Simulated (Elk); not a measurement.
Band structure of AlNi (Fd-3m, 4 atoms in the cell).

```yaml
crystal:
  lattice:
    - [0.00000, 2.91913, 2.91913]
    - [2.91913, 0.00000, 2.91913]
    - [2.91913, 2.91913, 0.00000]
  atoms:
    - { symbol: Al, position: [0.75000, 0.75000, 0.75000] }
    - { symbol: Al, position: [0.50000, 0.50000, 0.50000] }
    - { symbol: Ni, position: [0.00000, 0.00000, 0.00000], spin: 2.0 }
    - { symbol: Ni, position: [0.25000, 0.25000, 0.25000], spin: 2.0 }
```
(The spins are starting values, not results.)

Level of theory: LDA (PW92), all-electron FP-LAPW, Elk's shipped species files, APW+lo basis with extra local orbitals (Elk 10.2.4).

Settings: xctype = 3; spinpol = true; rgkmax = 7.5; stype = 1; swidth = 0.00734986 Ha; ngridk = 6 6 6; reducebf = 0.8; gmaxvr = 16 1/bohr; nxlo = 2; lorbcnd = true; rmtscf = 0.93; lmaxi = 2; nempty = 12 per atom; bfcmt = [[0.0, 0.0, 0.0], [0.0, 0.0, 0.0], [0.0, 0.0, -1.0], [0.0, 0.0, -1.0]].

The starting cell was generated: these elements placed on a structure prototype, without a prior relaxation; it need not be a known phase or ordering of this composition. The starting moments vanished: the run ended non-magnetic, which need not be the lowest state. Values depend on the basis (sphere radii, cutoffs, local orbitals), which need not be converged.

Levels in eV from the Fermi level, bands 22 to 29 of the first spin channel:
| point | 22 | 23 | 24 | 25 | 26 | 27 | 28 | 29 |
|---|---|---|---|---|---|---|---|---|
| Γ | -0.88 | -0.88 | 2.12 | 2.12 | 2.12 | 3.51 | 3.51 | 3.51 |
| X | -1.78 | -1.18 | -1.18 | -0.93 | -0.93 | 1.61 | 1.61 | 8.76 |
| W | -1.43 | -1.17 | -1.17 | -0.99 | -0.99 | 4.29 | 4.29 | 4.36 |
| K | -1.35 | -1.05 | -1.04 | -0.91 | -0.87 | 1.67 | 3.96 | 6.58 |
| L | -1.22 | -1.20 | -1.20 | 1.53 | 1.53 | 1.86 | 2.18 | 2.18 |
| U | -1.35 | -1.05 | -1.04 | -0.91 | -0.87 | 1.67 | 3.96 | 6.58 |

Bands cross the Fermi level along this path, so the cell is metallic at this level.

The net moment of the cell came out as 0.00 μB.
